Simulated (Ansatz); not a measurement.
Reference: SrTiO3 (Pm-3m), PBEsol, rigid bands (plane waves, PAW, scalar-relativistic; Ansatz, a first-principles code); geometry: cell and atoms relaxed with PBEsol.

Space group Pm-3m (No. 221); a = b = c = 3.891 Å, α = β = γ = 90.00°

| atom | site | symmetry | x | y | z |
|---|---|---|---|---|---|
| Sr | 1a | m-3m | 0.0000 | 0.0000 | 0.0000 |
| Ti | 1b | m-3m | 0.5000 | 0.5000 | 0.5000 |
| O | 3c | 4/mm.m | 0.0000 | 0.5000 | 0.5000 |

- band gap = 1.85 eV
- electron conductivity mass = 0.62 mₑ
- hole conductivity mass = 1.81 mₑ
- Seebeck coefficient, n-type 1e19 cm⁻³ = -393 μV/K

**Question.** Replace Sr by Ca on the same sites and relax. What happens?

**Answer.** CaTiO3 (Pm-3m): volume per atom 11.8 to 11.3 Å³; band gap stays about the same (1.85 eV to 1.89 eV); electron conductivity mass stays about the same (0.62 mₑ to 0.61 mₑ); hole conductivity mass stays about the same (1.81 mₑ to 1.82 mₑ); Seebeck coefficient, n-type 1e19 cm⁻³ stays about the same (-393 μV/K to -385 μV/K).

**Question.** Replace Ti by Zr on the same sites and relax. What happens?

**Answer.** SrZrO3 (Pm-3m): volume per atom 11.8 to 14.1 Å³; band gap rises (1.85 eV to 3.31 eV); electron conductivity mass falls (0.62 mₑ to 0.53 mₑ); hole conductivity mass rises (1.81 mₑ to 1.95 mₑ); Seebeck coefficient, n-type 1e19 cm⁻³ falls in size (-393 μV/K to -341 μV/K).

**Question.** Replace Ti by Hf on the same sites and relax. What happens?

**Answer.** SrHfO3 (Pm-3m): volume per atom 11.8 to 13.8 Å³; band gap rises (1.85 eV to 3.72 eV); electron conductivity mass falls (0.62 mₑ to 0.50 mₑ); hole conductivity mass rises (1.81 mₑ to 2.1 mₑ); Seebeck coefficient, n-type 1e19 cm⁻³ falls in size (-393 μV/K to -329 μV/K).

Moves up to 5 % count as about the same. Masses are for dilute carriers at 300 K, harmonic means over directions unless an axis is named. Seebeck coefficients are for the stated density at 300 K, with one relaxation time for all states and whether or not that doping can be reached. Spin-orbit coupling is left out.

CaTiO3 (Pm-3m), SrZrO3 (Pm-3m): a high-temperature phase held by its symmetry. Formula and space group known from diffraction (Crystallography Open Database), not checked to be the room-temperature form: SrHfO3 (Pm-3m). The missing spin-orbit coupling matters most for SrHfO3 (Pm-3m).
